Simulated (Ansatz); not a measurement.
SnBi (Cmce, No. 64, 8 atoms in the cell; start mp-570686), treated with LDA in Ansatz (plane waves, PAW).

Run with plane-wave cutoff 520 eV, 10×10×10 k mesh, Fermi–Dirac smearing 0.05 eV, scalar-relativistic PAW data made under PBE.

Cell (relaxed at this level):

```
BiSn
1.0
    5.54927    -3.19055     0.00000
    5.54927     3.19055     0.00000
    0.00000     0.00000     6.32285
Sn Bi
4 4
Direct
  0.67066   0.32934   0.83149
  0.32934   0.67066   0.16851
  0.82934   0.17066   0.33149
  0.17066   0.82934   0.66851
  0.20540   0.20540   0.00000
  0.79460   0.79460   0.00000
  0.29460   0.29460   0.50000
  0.70540   0.70540   0.50000
```

Problem. Estimate the bulk modulus that the calculation returns.

Solution. 
- bulk modulus = 59.6 GPa

The run finds no gap.

Note: the bulk modulus is −V dP/dV from two relaxed cells at ±2 % in volume; the relaxation could not lower the start's symmetry, so the cell can be a saddle point above a distorted one.

Spin–orbit coupling is not included; it can shift volumes and moduli of such heavy elements.

Computed values are for the static lattice.

The result took around 12 core-minutes (rough).

A start named mp-… is a Materials Project structure, which need not be a measured phase.

Ansatz is a program for electronic structure.
